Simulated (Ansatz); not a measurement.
One P atom on a Si site, 5x5x5 cubic cells, neutral, without spin. Cell 27.35 × 27.35 × 27.35 Å, Si999P, 1000 atoms. 

Basis: localised support functions (accuracy medium) on a full density matrix. k-points: zone centre alone; occupations: Fermi-Dirac, 0.0050 eV; spin polarisation not allowed. Scalar-relativistic, no spin-orbit coupling.

### Question
Estimate the gap and bonding that PBE, support functions at accuracy medium on the grid of 420 eV (Ansatz, a program for electronic structure) returns for this input.

### Answer

* **electronic character of the cell**: no gap resolved at this smearing
* **coordination (neighbours within 2.842 Å)**: 100.0 % 4-fold
* **P-Si bonds, mean ± spread**: 2.362 ± 0.000 Å
* **Si-Si bonds, mean ± spread**: 2.369 ± 0.001 Å
* **bond angles, mean ± spread**: 109.5° ± 0.1°
* **pressure**: -0.01 GPa
